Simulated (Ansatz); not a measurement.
Data:

```
CELL_PARAMETERS angstrom
      3.42596     0.00000     0.00000
      1.71298     2.96697     0.00000
      0.00000     0.00000     5.38027
ATOMIC_POSITIONS crystal
  Lu 0.66667 0.66667 0.75000
  Lu 0.33333 0.33333 0.25000
```

No spin polarisation.

The values are results of PBEsol (Ansatz, a quantum-chemistry and plane-wave program, PAW, no SOC), not measurements. k-mesh 19×19×11 (Γ-centred); smearing 0.1 eV (Fermi–Dirac).

**Question.** Predict the band gap, in-plane stress and space group.

**Answer.** The band gap is zero, the mean in-plane stress (compression positive) comes out as +0.6 GPa and the space group is P6_3/mmc (No. 194).

The cells carry an imposed strain or load. Whether these cells are dynamically stable was not tested. The cell was made from Lu in the hcp (Mg type) structure (space group P6_3/mmc, No. 194) by this change: biaxial strain −0.50 %, plane normal [001], relaxed out of plane.
